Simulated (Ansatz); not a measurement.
**A computed series for CaC2: element substitutions**

Consider CaC$_{2}$ (space group C2/c, No. 15; a cell from a computed database, its experimental status unchecked).

```
CELL_PARAMETERS angstrom
      3.29703    -2.08307     0.00000
      3.29703     2.08307     0.00000
     -2.10557     0.00000     7.02114
ATOMIC_POSITIONS crystal
  Ca 0.17714 0.82286 0.75000
  Ca 0.82286 0.17714 0.25000
  C  0.42306 0.14251 0.55927
  C  0.57694 0.85749 0.44073
  C  0.85749 0.57694 0.94073
  C  0.14251 0.42306 0.05927
```

Each row replaces one element on all its sites; cell and atoms are relaxed.

Levels (all Ansatz, a quantum-chemistry and plane-wave program, PAW): r2SCAN (500 eV, no SOC); HSE06 (420 eV, without spin-orbit coupling).

Band gaps by level, all at the geometries relaxed with r2SCAN:

| case | r2SCAN | HSE06 |
|---|---|---|
| base | 2.31 eV | 3.28 eV |
| Ca → Sr | 2.53 eV | 3.48 eV |
| Ca → Ba | 2.32 eV | 3.25 eV |

Single points use the geometry relaxed with r2SCAN. HSE06 was sampled on its mesh, a few special points and the semilocal edge points, so its gap is an upper bound. No phonon test of stability was made. For BaC2 in this form, whether it has been made was not checked.
